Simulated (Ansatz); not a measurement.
Consider the energy of the reaction as written. Reaction: cell B → cell A. A negative value means that the right-hand side lies lower.

Cell A: a sheet of composition Au, 1 atom, square cell of 2.66 Å (7.1 Å²), symmetry P4/mmm within 0.02 Å, 0.0 Å thick under 16 Å of vacuum, in-plane vectors relaxed; planes from bottom to top: Au; a model cell; spin state with PBE: run without spin, k-point mesh 22×22×1.
```yaml
crystal:
  lattice:
    - [2.66308, 0.00000, 0.00000]
    - [0.00000, 2.66308, 0.00000]
    - [0.00000, 0.00000, 16.00000]
  atoms:
    - { symbol: Au, position: [0.00000, 0.00000, 0.50000] }
```

Cell B: a sheet of composition Au, 1 atom, hexagonal cell of 2.74 Å (6.5 Å²), symmetry P6/mmm within 0.02 Å, 0.0 Å thick under 16 Å of vacuum, in-plane vectors relaxed; planes from bottom to top: Au; a model cell; spin state with PBE: run without spin, k-point mesh 30×30×1.
```yaml
crystal:
  lattice:
    - [2.74136, 0.00000, 0.00000]
    - [-1.37068, 2.37409, 0.00000]
    - [0.00000, 0.00000, 16.00000]
  atoms:
    - { symbol: Au, position: [0.00000, 0.00000, 0.50000] }
```

Plane-wave PAW calculations with Ansatz (an electronic-structure program), its PAW set soft_1, cutoff 420 eV, 500 eV for r2SCAN. The structures are at rest with PBE; other levels are single points on them. Neutral cells; Fermi-Dirac smearing of at most 0.10 eV in the solids, energies taken to zero width. The lattices are those relaxed with PBE, so at other levels the solids can be strained, which adds to the spread. A dispersion term (D3(BJ), or D4 for r2SCAN) was computed beside these levels and is taken off wherever the name lacks it. Space groups of crystals are read within 0.01 Å. Nuclei at rest; no vibrational terms. The runs are scalar-relativistic, without spin-orbit coupling. Cell A has symmetry P4/mmm within 0.02 Å and got no random move, so less symmetric positions, which may lie lower, weren't tried. Cell B has symmetry P6/mmm within 0.02 Å and got no random move, so less symmetric positions, which may lie lower, weren't tried.

Task: Give the value at the level r2SCAN.

Result: 0.32 eV, for cell B → cell A.

Task: How does the value move with the functional?

Result: 
```tsv
Level	value (eV)	less r2SCAN
PBE	0.30	-0.02
```

The levels shown span only 0.02 eV, too little to tell them apart.
